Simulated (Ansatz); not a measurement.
For Ge (R-3, No. 148, 8 atoms in the cell; start mp-128; another form than the element's usual one), PBEsol (PAW; Ansatz, an electronic-structure program) gives:

- lattice constant a: 9.850 Å
- c axis length: 5.856 Å
- bulk modulus B0: 63.7 GPa
- cohesive energy: 4.04 eV/atom

Task: What does r²SCAN in Ansatz (plane waves, PAW) give for the same quantities?

Result: 
- lattice constant a: 9.891 Å (increases by 0.4 %)
- lattice parameter c: 5.912 Å (increases by 1.0 %)
- bulk modulus: 64.3 GPa (increases by 0.9 %)
- cohesive energy: 3.70 eV/atom (shrinks by 0.34 eV/atom)

Changes are worked out from the printed values.

Unless a cell is named, each level is at its own relaxed cell (PBEsol 20.50, r²SCAN 20.87 Å³/atom).

Caveats: the bulk modulus is −V dP/dV from two relaxed cells at ±2 % in volume (PBEsol, r²SCAN); the relaxation could not lower the start's symmetry, so the cell can be a saddle point above a distorted one (PBEsol, r²SCAN). Ansatz's density-functional and Hartree–Fock values are scalar-relativistic unless marked +SOC, with PAW data made under PBE.

A start named mp-… is a Materials Project structure, which need not be a measured phase.
